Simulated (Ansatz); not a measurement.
Given:

```xyz
8
Lattice="-2.7751 2.7751 5.5495 2.7751 -2.7751 5.5495 2.7751 2.7751 -5.5495" Properties=species:S:1:pos:R:3 pbc="T T T"
Cu     0.0000     0.0000     0.0000
Cu     0.0000     2.7751     2.7748
Zn     2.7751     0.0000     2.7748
Sn     0.0000     0.0000     5.5495
S      1.4717    -1.4286     6.9813
S      1.3465     1.3035    -1.4318
S      1.3035     4.2038     1.4318
S      1.4286     1.4717     4.1177
```

No spin polarisation.

Computed with PBE (Ansatz, an electronic-structure program, PAW, no spin-orbit coupling). k-mesh 9×9×9 (Γ-centred); smearing 0.05 eV (Fermi–Dirac).

### Question
What is the computed band gap?

### Answer
Zero.

### Question
Estimate the pressure (mean of the normal stresses, compression positive).

### Answer
-2.7 GPa.

The cells carry an imposed strain or load. Whether these cells are dynamically stable was not tested. All final runs are without spin polarisation. The cell was made from ZnCu₂SnS₄ (space group I-4, No. 82) by this change: isotropic strain +1.50 %. Gaps under 0.05 eV, about the width of the smearing, are given as zero. The zero or small gap of ZnCu2SnS4 can change with the level of theory.
